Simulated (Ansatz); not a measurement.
Electronic density of states of amorphous Hf12Al32O72, density 5.03 g/cm³, on a 2×2×2 Γ-centred mesh with a Gaussian width of 0.1 eV; energies count from the Fermi level, whose place inside the gap is arbitrary. Cell and mesh are small, so fine structure isn't converged. All values below come from PBE, scalar-relativistic without spin-orbit coupling (plane waves to 420 eV, PAW; Ansatz, an electronic-structure program). Sampling: a 2×2×2 Γ-centred mesh; Fermi-Dirac width 0.02 eV; no spin polarisation. At PBE the levels at the filled edge of the gap are localised (band-tail or defect states), and the nearest spread-out levels lie 4.3 eV apart at the zone centre.

It comes from a melt-quench run on a machine-learned potential (CHGNet), relaxed afterwards by DFT. O atoms were pushed apart under 1.9 Å during the dynamics, to hinder bonds among them. The hot cell started wider than the set density and was brought back towards it in steps. It is the lowest in DFT energy of 4 quenches. It is a model cell: composition and starting density were chosen by hand, and all elements were melted together. No dispersion term was used. A short ab initio anneal came between quench and relaxation. Its density started from a set value of 5.16 and ended at 5.03 g/cm³. The quench (nominally 150 K/ps over its main leg) was far faster than any real one, so the model tends to hold more defects than a real film. One small periodic cell is one sample of the glass; other quenches scatter about these values. Volume and shape were free in the relaxation.

(E - EF (eV), states/(eV atom)): (-12.00, 1.35); (-11.90, 1.34); (-11.80, 0.48); (-11.70, 0.08); (-11.60, 0.00); (-11.50, 0.00); (-11.40, 0.00); (-11.30, 0.00); (-11.20, 0.00); (-11.10, 0.00); (-11.00, 0.00); (-10.90, 0.00); (-10.80, 0.00); (-10.70, 0.00); (-10.60, 0.00); (-10.50, 0.00); (-10.40, 0.00); (-10.30, 0.00); (-10.20, 0.00); (-10.10, 0.00); (-10.00, 0.00); (-9.90, 0.00); (-9.80, 0.00); (-9.70, 0.00); (-9.60, 0.00); (-9.50, 0.00); (-9.40, 0.00); (-9.30, 0.00); (-9.20, 0.00); (-9.10, 0.00); (-9.00, 0.00); (-8.90, 0.00); (-8.80, 0.00); (-8.70, 0.00); (-8.60, 0.00); (-8.50, 0.01); (-8.40, 0.08); (-8.30, 0.19); (-8.20, 0.25); (-8.10, 0.23); (-8.00, 0.25); (-7.90, 0.26); (-7.80, 0.31); (-7.70, 0.36); (-7.60, 0.38); (-7.50, 0.35); (-7.40, 0.33); (-7.30, 0.35); (-7.20, 0.37); (-7.10, 0.38); (-7.00, 0.37); (-6.90, 0.35); (-6.80, 0.39); (-6.70, 0.48); (-6.60, 0.50); (-6.50, 0.52); (-6.40, 0.53); (-6.30, 0.60); (-6.20, 0.62); (-6.10, 0.60); (-6.00, 0.61); (-5.90, 0.59); (-5.80, 0.60); (-5.70, 0.63); (-5.60, 0.62); (-5.50, 0.64); (-5.40, 0.65); (-5.30, 0.65); (-5.20, 0.70); (-5.10, 0.70); (-5.00, 0.68); (-4.90, 0.70); (-4.80, 0.74); (-4.70, 0.75); (-4.60, 0.74); (-4.50, 0.77); (-4.40, 0.81); (-4.30, 0.81); (-4.20, 0.76); (-4.10, 0.75); (-4.00, 0.74); (-3.90, 0.77); (-3.80, 0.79); (-3.70, 0.80); (-3.60, 0.79); (-3.50, 0.78); (-3.40, 0.75); (-3.30, 0.78); (-3.20, 0.81); (-3.10, 0.83); (-3.00, 0.83); (-2.90, 0.80); (-2.80, 0.72); (-2.70, 0.60); (-2.60, 0.57); (-2.50, 0.54); (-2.40, 0.54); (-2.30, 0.59); (-2.20, 0.50); (-2.10, 0.37); (-2.00, 0.28); (-1.90, 0.09); (-1.80, 0.01); (-1.70, 0.00); (-1.60, 0.00); (-1.50, 0.00); (-1.40, 0.00); (-1.30, 0.00); (-1.20, 0.00); (-1.10, 0.00); (-1.00, 0.00); (-0.90, 0.00); (-0.80, 0.00); (-0.70, 0.00); (-0.60, 0.00); (-0.50, 0.00); (-0.40, 0.00); (-0.30, 0.00); (-0.20, 0.00); (-0.10, 0.00); (0.00, 0.00); (0.10, 0.00); (0.20, 0.00); (0.30, 0.00); (0.40, 0.00); (0.50, 0.00); (0.60, 0.00); (0.70, 0.00); (0.80, 0.00); (0.90, 0.00); (1.00, 0.00); (1.10, 0.00); (1.20, 0.00); (1.30, 0.00); (1.40, 0.00); (1.50, 0.00); (1.60, 0.00); (1.70, 0.00); (1.80, 0.00); (1.90, 0.01); (2.00, 0.01); (2.10, 0.00); (2.20, 0.01); (2.30, 0.05); (2.40, 0.13); (2.50, 0.13); (2.60, 0.12); (2.70, 0.15); (2.80, 0.23); (2.90, 0.31); (3.00, 0.37); (3.10, 0.35); (3.20, 0.38); (3.30, 0.36); (3.40, 0.35); (3.50, 0.45); (3.60, 0.46); (3.70, 0.40); (3.80, 0.37); (3.90, 0.34); (4.00, 0.30); (4.10, 0.31); (4.20, 0.33); (4.30, 0.36); (4.40, 0.33); (4.50, 0.30); (4.60, 0.29); (4.70, 0.28); (4.80, 0.28); (4.90, 0.28); (5.00, 0.29); (5.10, 0.31); (5.20, 0.34); (5.30, 0.37); (5.40, 0.36); (5.50, 0.35)

The level gap on this mesh is 3.91 eV; the broadening fills part of it in the curve.
